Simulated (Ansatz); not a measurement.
Take GaAs in the rock salt structure (space group Fm-3m, No. 225; a = 5.392 Å; a hypothetical phase, not in the database extracts checked) as the base.

(Cell as relaxed with PBE.)

Levels (all Ansatz, a program for electronic structure, PAW): PBE (420 eV, without spin-orbit coupling); PBEsol (420 eV, no spin-orbit coupling).

Each level relaxes its own structure.

```
quantity                  PBE  PBEsol
-------------------  --------  ------
volume per atom      19.59 Å³     [?]
lattice parameter a   5.392 Å     [?]
band gap                 zero     [?]
```

What does PBEsol give?


- volume per atom, PBEsol: 18.65 Å³
- lattice parameter a, PBEsol: 5.303 Å
- band gap, PBEsol: zero

PBE's volume per atom lies 0.948 Å³ above PBEsol's (5.1 %); PBE's lattice parameter a lies 0.0884 Å above PBEsol's (1.7 %); the two agree on the band gap. Neither level is exact; PBEsol is the comparison here, not a measurement.

Stability against distortions was not tested. All final runs are without spin polarisation.
